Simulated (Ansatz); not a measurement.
Input and output of a self-consistent single point for Ba2CuClO2 (R-3m, 6 atoms in the cell) (Ansatz, a quantum-chemistry and plane-wave program)

Method: LDA (PW92), default PAW files made with PBE (plane waves; Ansatz).

This input was run:

Ansatz 0.2 input:
```yaml
# Ba2CuClO2
crystal:
  lattice:
    - [2.15433400, 1.24380600, 9.56048700]
    - [-2.15433400, 1.24380600, 9.56048700]
    - [0.00000000, -2.48761000, 9.56048700]
  atoms:
    - { symbol: Ba, position: [0.25486900, 0.25486900, 0.25486900] }
    - { symbol: Ba, position: [0.74513100, 0.74513100, 0.74513100] }
    - { symbol: Cu, position: [0.50000000, 0.50000000, 0.50000000] }
    - { symbol: Cl, position: [0.00000000, 0.00000000, 0.00000000] }
    - { symbol: O, position: [0.43698200, 0.43698200, 0.43698200] }
    - { symbol: O, position: [0.56301800, 0.56301800, 0.56301800] }
basis:
  ecutwfc: 30.9 Ry
kpoints:
  mp_grid:
    grid: [7, 7, 7]
hamiltonian:
  xc: lda
  pseudopotentials:
    kind: paw
scf:
  occupations:
    method: fixed
output:
  forces: true
  eigenvalues: true
  stress: true
```

Output (repeated stretches shortened):

```
WARN ansatz: RAYON_NUM_THREADS=1 ignored (pool sized by the plan → 1); use --threads N
basis.fft_grid_basis auto: the FFT boxes are laid along the combinations [[1, 0, -1], [0, 1, -1], [0, 0, 1]] of the cell's own vectors, 4.309, 4.309 and 9.879 …
Pseudopotentials: kind: paw
Pseudopotential: Ba, paw, valence charge 10
Pseudopotential: Cu, paw, valence charge 19
Pseudopotential: Cl, paw, valence charge 7
Pseudopotential: O, paw, valence charge 6
Crystal: 6 atoms, lattice volume = 153.708 Å³
Basis set: ecut = 420.4159175005146 eV, 2983 PW (Γ), FFT grids on a1−a3, a2−a3, a3
Bands: 35, of which v1, the nominal top of the filled ones, is band 29 counted from 1 (28 counted from 0)
Symmetry: 12 space group operations
Space group: R-3m (ITA 166), of the structure as read, at distance tolerance 5.4e-5 Å
k-points: 44 of 343
PAW frozen core: Ba, regenerated for the run's functional, and the local potential with it
PAW frozen core: Cu, regenerated for the run's functional, and the local potential with it
PAW frozen core: Cl, regenerated for the run's functional, and the local potential with it
PAW frozen core: O, regenerated for the run's functional, and the local potential with it
Initial density: superposition of atomic densities (neutral atoms: chi_scale 0, normalization atom), corrected by the library's trained network
Initial wavefunctions: pseudopotential atomic-orbital guess
Eigensolver: davidson
Functional: x = slater, c = lda
SCF iter   1: F=—  HF=-20277.252571 eV  |F-HF|=—  |Δ(HF+E_count)|=         —  Δρ=1.18e-2  dr2=1.96e-1  ethr=1.77e-3  ⟨swp⟩=5.0  Hψ=6265  notcnv=0  defer=154
all-band conjugate gradients solve this SCF's bands
preconditioner: auto → Resta (q_TF=auto, 2.319 Å⁻¹)
SCF iter   2: F=—  HF=-20277.222365 eV  |F-HF|=—  |Δ(HF+E_count)|=   3.02e-2  Δρ=7.75e-3  dr2=6.13e-2  ethr=3.38e-4  ⟨swp⟩=2.9  Hψ=3163  notcnv=0  defer=174
SCF iter   3: F=—  HF=-20277.210536 eV  |F-HF|=—  |Δ(HF+E_count)|=   1.18e-2  Δρ=3.76e-3  dr2=1.33e-2  ethr=1.06e-4  ⟨swp⟩=2.4  Hψ=2856  notcnv=0  defer=176
SCF iter   4: F=—  HF=-20277.208141 eV  |F-HF|=—  |Δ(HF+E_count)|=   2.39e-3  Δρ=1.29e-3  dr2=2.47e-3  ethr=2.30e-5  ⟨swp⟩=2.0  Hψ=3256  notcnv=0  defer=176
SCF iter   5: F=—  HF=-20277.207606 eV  |F-HF|=—  |Δ(HF+E_count)|=   5.35e-4  Δρ=4.17e-4  dr2=2.73e-4  ethr=4.26e-6  ⟨swp⟩=2.0  Hψ=2523  notcnv=0  defer=176
SCF iter   6: F=—  HF=-20277.207581 eV  |F-HF|=—  |Δ(HF+E_count)|=   2.49e-5  Δρ=1.20e-4  dr2=1.99e-5  ethr=4.71e-7  ⟨swp⟩=2.1  Hψ=1930  notcnv=0  defer=141
SCF iter   7: F=—  HF=-20277.207579 eV  |F-HF|=—  |Δ(HF+E_count)|=   2.01e-6  Δρ=4.69e-5  dr2=2.36e-6  ethr=3.44e-8  ⟨swp⟩=2.0  Hψ=2473  notcnv=0  defer=74
SCF iter   8: F=-20277.207579 eV  HF=-20277.207579 eV  |F-HF|=3.70e-9  |Δ(HF+E_count)|=   2.01e-7  Δρ=5.67e-6  dr2=7.37e-8  ethr=1.72e-10  ⟨swp⟩=13.2  Hψ=10684  notcnv=0
SCF 1 converged in 8 iterations: F = -20277.207579 eV  dr2 = 7.37e-8
SCF converged after 8 iterations
Free energy (F): -20277.207579 eV
Harris-Foulkes:  -20277.207579 eV  (|F-HF|=3.70e-9)
Internal energy: -20277.207579 eV  (E = F + TS)
E sigma→0 (E₀):  -20277.207579 eV
Fermi energy:    5.874468 eV
--- Per-component energies (eV) ---
  E_band       = -692.705484
  E_kinetic    = 1144.184846
  E_local      = -9061.873089  (includes V_loc(G=0)·N_el)
  E_nonlocal   = 645.843555
  E_hartree    = 3937.057174
  E_xc         = -672.970553
  E_vxc        = -694.100509  (∫ρ·V_xc dr)
  E_paw        = -12627.876904  (= ΣΔE_a)
  E_vpaw       = -600.894310  (= ΣTr[D̂ρ^β])
  E_aug_tail   = 0.005191  (compensation charges beyond the density's cutoff)
  E_ewald      = -3642.976825
  E_core_change = 1.399026  (= ΣΔE_core)
  E_smearing   = -0.000000  (= −TS)
  E_closure    = 0.000000  (closes the sum)
  Σ components = -20277.207579   (vs F -20277.207579, Δ=0.00e0)
--- Forces (eV/Å), atoms counted from 1 ---
  atom   1  Ba     0.00000000    -0.00000001    -0.17158564
  atom   2  Ba     0.00000000     0.00000001     0.17158564
  atom   3  Cu    -0.00000000     0.00000000     0.00000000
  atom   4  Cl    -0.00000000     0.00000000    -0.00000000
  atom   5  O      0.00000000     0.00000002     0.43095009
  atom   6  O      0.00000000    -0.00000002    -0.43095009
  max |Σ_I F_I| component: 9.53e-31 eV/Å
--- Stress (GPa, compression-positive) ---
       -4.220648       0.000000       0.000000
        0.000000      -4.220648      -0.000000
        0.000000      -0.000000      -5.677670
  P = ⅓ Tr σ = -4.7063 GPa (-47.063 kbar)
  The stress holds the Pulay correction. Without it, at fixed plane waves, as pw.x and ABINIT print it: P = -4.9273 GPa
--- Band table (eV; the first three rows and the last of 44) ---
  k-point 0: bands = ["-104.5377", "-62.5809", "-62.2568", "-62.2568", "-20.5379", "-20.5302", "-10.6601", "-10.3815", "-9.3693", "-5.6673", "-5.5428", "-5.4968", "-5.4968", "-5.4932", "-5.4932", "1.4779", "2.0836", "2.5475", "2.5475", "2.7406", [...]
  k-point 1: bands = ["-104.5377", "-62.5809", "-62.2568", "-62.2568", "-20.5228", "-20.5160", "-10.7214", "-10.4521", "-9.3552", "-5.7698", "-5.6400", "-5.5380", "-5.5276", "-5.4072", "-5.3816", "1.5079", "2.0150", "2.4696", "2.5395", "2.8262", [...]
  k-point 2: bands = ["-104.5377", "-62.5809", "-62.2568", "-62.2568", "-20.4884", "-20.4839", "-10.8618", "-10.6101", "-9.3096", "-5.8297", "-5.7596", "-5.6242", "-5.6065", "-5.3529", "-5.2800", "1.5482", "2.0618", "2.2417", "2.5000", "2.9072", [...]
  k-point 43: bands = ["-104.5377", "-62.5809", "-62.2568", "-62.2568", "-20.5213", "-20.5175", "-10.7211", "-10.4523", "-9.3549", "-5.7880", "-5.6222", "-5.5376", "-5.5280", "-5.4047", "-5.3837", "1.4460", "2.1680", "2.4337", "2.4792", "2.8088", [...]
```

The run converged in 8 iterations.

The starting cell comes from a database of computed structures (which also holds hypothetical and non-ambient phases and stackings), without a prior relaxation at this level. Its lattice was rescaled by up to half a per cent. With a pressure of about -5 GPa the cell is away from its equilibrium volume at this level. Ansatz's pressure includes its estimate of the finite-basis (Pulay) stress.
